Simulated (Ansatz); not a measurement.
We consider L1₀ (CuAu-type) CuAu, described by PBE-D4 (Ansatz, an electronic-structure program, plane waves, PAW).

Numerical settings: plane-wave cutoff 520 eV, 20×20×16 k mesh (along the axes of the cell as run), Fermi–Dirac smearing 0.05 eV, no spin polarisation, scalar-relativistic PAW data made under PBE.

Shape and atoms are relaxed at each volume.

Pressure at four volumes; x = ln(V/14.455 Å³). One pressure is withheld.

```csv
V (Å³/atom),x,P (GPa)
13.877,-0.0408,7.27
14.455,0.0000,0.01
14.745,0.0199,-2.99
15.034,0.0393,?
```

Pass a parabola P(x) through the three rows shown, estimate the bulk modulus and its pressure derivative near zero pressure, and predict the withheld pressure.

Slopes between the rows: (0.01 − (7.27))/(0.0000 − (-0.0408)) = -177.94 and (-2.99 − (0.01))/(0.0199 − (0.0000)) = -150.75 GPa. Their difference over the span 0.0607 is c = 27.19/0.0607 = 447.9 GPa, so P(x) = 7.27 + (-177.94)(x − (-0.0408)) + 447.9 (x − (-0.0408))(x − (0.0000)). At the middle row B = −dP/dx = −[-177.94 + 447.9 × 0.0408] = 159.7 GPa, and B′ = dB/dP = 2c/B = 5.6. At x = 0.0393 the parabola gives -5.57 GPa; the run gives -5.62 GPa. The Birch–Murnaghan fit to the energies at all volumes has B0 = 159 GPa and B′ = 5.4.

Note: the bulk modulus comes from volumes at which shape and atoms were relaxed.

Spin–orbit coupling is not included; it can shift volumes and moduli of such heavy elements.
